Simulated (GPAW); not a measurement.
## A self-consistent single point of MnF3 (C2/m, 8 atoms in the cell) with GPAW

Level of theory: PBEsol, GPAW PAW datasets PBEsol (made by gpaw-setup) (plane waves; GPAW).

This input was run:

```python
from ase import Atoms
from ase.units import GPa
from gpaw import GPAW

atoms = Atoms(['Mn', 'Mn', 'F', 'F', 'F', 'F', 'F', 'F'],
              cell=[[2.793690, -4.435335, 0.000000],
                    [2.793690, 4.435335, 0.000000],
                    [-0.069330, 0.000000, 4.771196]],
              positions=[[2.759025, -1.506772, 2.385598],
                         [2.759025, 1.506772, 2.385598],
                         [3.660188, -2.781132, 3.414029],
                         [1.857862, 2.781132, 1.357167],
                         [1.857862, -2.781132, 1.357167],
                         [3.660188, 2.781132, 3.414029],
                         [3.416227, 0.000000, 3.426625],
                         [2.101823, -0.000000, 1.344571]],
              pbc=True)

atoms.set_initial_magnetic_moments([4.0, 4.0, 0.0, 0.0, 0.0, 0.0, 0.0, 0.0])

calc = GPAW(spinpol=True,
            mode={'name': 'pw', 'ecut': 900},
            xc='PBEsol',
            kpts=(3, 3, 3),
            occupations={'name': 'methfessel-paxton', 'width': 0.02, 'order': 0},
            nbands=-6,
            convergence={'density': 1e-05, 'energy': 1e-05, 'bands': -4},
            symmetry={'symmorphic': False, 'tolerance': 0.0005},
            maxiter=100,
            txt='-')

atoms.calc = calc

energy = atoms.get_potential_energy()
print('Energy (eV):', round(energy, 6))
forces = atoms.get_forces()
print('Forces (eV/Ang):')
print(forces.round(5))
stress = atoms.get_stress()
print('Stress (GPa, Voigt):', (stress / GPa).round(4))
```

The program printed (abridged):

```
Input parameters:
  convergence: {bands: -4,
                density: 1e-05,
                energy: 1e-05}
  kpts: [3 3 3]
  maxiter: 100
  mode: {ecut: 900,
         name: pw}
  nbands: -6
  occupations: {name: methfessel-paxton,
                order: 0,
                width: 0.02}
  spinpol: True
  symmetry: {symmorphic: False,
             tolerance: 0.0005}
  xc: PBEsol

species:
  Mn:
    name: Manganese
    Z: 25.0
    valence: 15
    core: 10
    charge: 0.0
    file: Mn.PBEsol.gz

    # Using partial waves for Mn as LCAO basis

  F:
    name: Fluorine
    Z: 9.0
    valence: 7
    core: 2
    charge: 0.0
    file: F.PBEsol.gz

    # Using partial waves for F as LCAO basis

Reference energy: -79202.704228  # eV

Spin-polarized calculation.
Initial magnetic moment: 8.000000

Convergence criteria:
 Maximum [total energy] change in last 3 cyles: 1e-05 eV / valence electron
 Maximum integral of absolute [dens]ity change: 1e-05 electrons / valence electron
 Maximum integral of absolute [eigenst]ate change: 4e-08 eV^2 / valence electron
 Maximum number of scf [iter]ations: 100

Symmetries present (total): 4
Symmetries with fractional translations: 0
27 k-points: 3 x 3 x 3 Monkhorst-Pack grid
10 k-points in the irreducible part of the Brillouin zone
       k-points in crystal coordinates                weights
   0:     0.00000000    0.00000000    0.00000000          1/27
   1:     0.00000000    0.00000000    0.33333333          2/27
   2:     0.33333333   -0.33333333    0.00000000          2/27
   [... 7 lines left out ...]

Wave functions: Plane wave expansion
  Cutoff energy: 900.000 eV
  Number of coefficients (min, max): 7239, 7273
  Pulay-stress correction: 0.000000 eV/Ang^3 (de/decut=0.000000)

Occupation numbers: Methfessel-Paxton:
  width: 0.0200  # eV
  order: 0

Eigensolver

Densities:
  Coarse grid: 40*40*35 grid
  Fine grid: 80*80*70 grid
  Total Charge: 0.000000

Density mixing:
  Method: difference
  Backend: pulay
  Linear mixing parameter: 0.05
  old densities: 5
  Damping of long wavelength oscillations: 50

Hamiltonian:
  XC and Coulomb potentials evaluated on a 80*80*70 grid
  External potential:
    NoExternalPotential

XC parameters: PBEsol with 2 nearest neighbor stencil

Number of atoms: 8
Number of atomic orbitals: 50
Number of bands in calculation: 46
Number of valence electrons: 72
Bands to converge: 42

Density initialized from atomic densities
  46 bands from LCAO basis set

Atomic positions and initial magnetic moments

Positions:
   0 Mn     2.759025   -1.506772    2.385598    ( 0.0000,  0.0000,  4.0000)
   1 Mn     2.759025    1.506772    2.385598    ( 0.0000,  0.0000,  4.0000)
   2 F      3.660188   -2.781132    3.414029    ( 0.0000,  0.0000,  0.0000)
   3 F      1.857862    2.781132    1.357167    ( 0.0000,  0.0000,  0.0000)
   4 F      1.857862   -2.781132    1.357167    ( 0.0000,  0.0000,  0.0000)
   5 F      3.660188    2.781132    3.414029    ( 0.0000,  0.0000,  0.0000)
   6 F      3.416227    0.000000    3.426625    ( 0.0000,  0.0000,  0.0000)
   7 F      2.101823   -0.000000    1.344571    ( 0.0000,  0.0000,  0.0000)

Unit cell:
           periodic     x           y           z      points  spacing
  1. axis:    yes    2.793690   -4.435335    0.000000    40     0.1182
  2. axis:    yes    2.793690    4.435335    0.000000    40     0.1182
  3. axis:    yes   -0.069330    0.000000    4.771196    35     0.1363

  Lengths:   5.241841   5.241841   4.771700
  Angles:   90.443680  90.443680 115.588707

Effective grid spacing dv^(1/3) = 0.1283

     iter     time        total  log10-change:  magmom
                         energy   eigst   dens
iter:   1 --:--:--   -52.993557   +0.19           +8.0022
iter:   2 --:--:--   -52.424858   -0.86  -1.25    +8.0007
iter:   3 --:--:--   -50.467535   -0.40  -1.30    +8.0000
iter:   4 --:--:--   -50.431022   -1.95  -1.58    +8.0001
iter:   5 --:--:--   -50.929052   -1.23  -1.61    +8.0001
iter:   6 --:--:--   -50.449957   -1.16  -2.04    +8.0000
iter:   7 --:--:--   -50.395868   -2.32  -2.10    +8.0000
iter:   8 --:--:--   -50.387960   -2.54  -2.38    +8.0000
iter:   9 --:--:--   -50.389975   -3.89  -2.84    +8.0000
iter:  10 --:--:--   -50.388681   -3.19  -2.75    +8.0000
iter:  11 --:--:--   -50.388809   -4.14  -3.39    +8.0000
iter:  12 --:--:--   -50.388489c  -4.93  -3.38    +8.0000
iter:  13 --:--:--   -50.388415c  -4.92  -3.47    +8.0000
iter:  14 --:--:--   -50.388555c  -4.74  -3.53    +8.0000
iter:  15 --:--:--   -50.388477c  -5.80  -3.54    +8.0000
iter:  16 --:--:--   -50.388441c  -5.56  -3.63    +8.0000
iter:  17 --:--:--   -50.388513c  -5.55  -3.66    +8.0000
iter:  18 --:--:--   -50.388490c  -5.91  -3.84    +8.0000
iter:  19 --:--:--   -50.388456c  -5.66  -4.02    +8.0000
iter:  20 --:--:--   -50.388455c  -6.49  -4.45    +8.0000
iter:  21 --:--:--   -50.388455c  -7.35  -4.68    +8.0000
iter:  22 --:--:--   -50.388455c  -7.81c -4.72    +8.0000
iter:  23 --:--:--   -50.388455c  -8.43c -4.77    +8.0000
iter:  24 --:--:--   -50.388455c  -7.83c -4.81    +8.0000
iter:  25 --:--:--   -50.388455c  -8.36c -5.03c   +8.0000

Converged after 25 iterations.

Dipole moment: (-0.000000, -0.000000, 0.000000) |e|*Ang

Total magnetic moment: (0.000000, 0.000000, 8.000000)
Local magnetic moments:
   0 Mn ( 0.000000,  0.000000,  3.632949)
   1 Mn ( 0.000000,  0.000000,  3.632949)
   2 F  ( 0.000000,  0.000000,  0.071560)
   3 F  ( 0.000000,  0.000000,  0.071560)
   4 F  ( 0.000000,  0.000000,  0.071560)
   5 F  ( 0.000000,  0.000000,  0.071560)
   6 F  ( 0.000000,  0.000000,  0.024403)
   7 F  ( 0.000000,  0.000000,  0.024403)

Energy contributions relative to reference atoms: (reference = -79202.704228)

Kinetic:        +42.855632
Potential:      -45.273360
External:        +0.000000
XC:             -48.292433
Entropy (-ST):   -0.000000
Local:           +0.321706
SIC:             +0.000000
--------------------------
Free energy:    -50.388455
Extrapolated:   -50.388455

Spin contamination: 0.075625 electrons
Showing only first 2 kpts
                      Up                     Down
 Kpt  Band  Eigenvalues  Occupancy  Eigenvalues  Occupancy
  0    34     -1.40236    1.00000      2.13670    0.00000
  0    35     -1.31337    1.00000      2.14209    0.00000
  0    36     -1.28376    1.00000      2.20930    0.00000
  0    37     -1.28085    1.00000      2.25130    0.00000

  1    34     -1.41151    1.00000      2.12445    0.00000
  1    35     -1.33448    1.00000      2.13382    0.00000
  1    36     -1.33384    1.00000      2.19566    0.00000
  1    37     -1.25312    1.00000      2.26010    0.00000

Fermi level: 0.52092

Gap: 0.314 eV
Transition (v -> c):
  (s=0, k=1, n=39, [0.00, 0.00, 0.33]) -> (s=0, k=7, n=40, [0.33, 0.33, -0.33])
Direct/indirect transitions are different
Direct gap: 0.345 eV
Transition at: (s=0, k=3, n=39, [0.33, -0.33, 0.33])
Energy (eV): -50.388455

Forces in eV/Ang:
  0 Mn    0.00000   -0.16880    0.00000
  1 Mn    0.00000    0.16880    0.00000
  2 F    -0.22224    0.42882   -0.37909
  3 F     0.22224   -0.42882    0.37909
  4 F     0.22224    0.42882    0.37909
  5 F    -0.22224   -0.42882   -0.37909
  6 F    -0.21322    0.00000   -0.34717
  7 F     0.21322    0.00000    0.34717

Stress tensor:
     0.026193    -0.000000     0.011325
    -0.000000     0.044150    -0.000000
     0.011325    -0.000000     0.025574
Stress (GPa, Voigt): [ 4.1965  7.0736  4.0975 -0.      1.8145 -0.    ]
```

The run converged in 25 iterations. GPAW prints stress with tension positive.

At such cutoffs GPAW's stress carries a finite-basis (Pulay) error, which enters relaxed cells too; its log prints stress with tension positive.

The starting cell comes from a database of computed structures (which also holds hypothetical and non-ambient phases and stackings), without a prior relaxation at this level. The magnetic order is the one reached from the typed start; others were not searched systematically.

Cost on one core of a shared machine: roughly 3 min.
